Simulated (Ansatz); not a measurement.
MgO (model structure, started from the CsCl type, Pm-3m, No. 221, 2 atoms in the cell; like a known high-pressure phase) was calculated with LDA (plane waves, PAW; Ansatz, a first-principles code).

Settings: plane-wave cutoff 520 eV, 14×14×14 k mesh, Fermi–Dirac smearing 0.01 eV, scalar-relativistic PAW data made under PBE.

Cell (relaxed at this level):

```xyz
2
Lattice="2.5982 0.0000 0.0000 0.0000 2.5982 0.0000 0.0000 0.0000 2.5982" Properties=species:S:1:pos:R:3 pbc="T T T"
Mg     0.0000     0.0000     0.0000
O      1.2991     1.2991     1.2991
```

**Question.** Predict the band gap and bulk modulus.

**Answer.** 
band gap: 2.85 eV (on the SCF k mesh)
bulk modulus: 162 GPa

Note: the bulk modulus is −V dP/dV from two relaxed cells at ±2 % in volume.

A model structure was made by putting elements into a prototype or built by hand; it is no filed structure, need not be a known phase, and can be a saddle point held by its symmetry.
